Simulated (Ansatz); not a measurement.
Structures of equal composition on the (111)B surface of zinc-blende BP (P plane on top): 2x2 Mg adatom at H3; 2x2 Mg adatom at T4. The slabs share one bottom face, and each structure is named by its start. These are constructed structures in small cells; real faces may alloy, dewet or reconstruct in larger ones, and not all known structures of the face are among them. Slabs of about 14 Å with all that they carry, Fermi-Dirac smearing of 0.025 eV. Bottom of the slabs: H caps. Relaxed from the named starts with such symmetry as they have, on meshes of like density; energies extrapolated to zero smearing; no spin-orbit coupling, no U. Spin-polarised runs, if any, are marked in brackets, and their order is one that fits the cell; the others ran without spin. Where a second, spin-polarised start was run, the lower counts.

Host crystal: zinc-blende BP, with a band gap (PBE, scalar-relativistic without spin-orbit coupling).

Method: PBE (plane waves to 420 eV, PAW; Ansatz, a program for electronic structure).

Q: Rank these by energy per 1x1 cell (lowest first), as PBE gives it.

A: 2x2 Mg adatom at T4 (0.000 eV [spin, 0.9 μB a cell], no gap over 0.04 eV on the mesh), 2x2 Mg adatom at H3 (0.026 eV [spin, 0.9 μB a cell], no gap over 0.04 eV on the mesh)
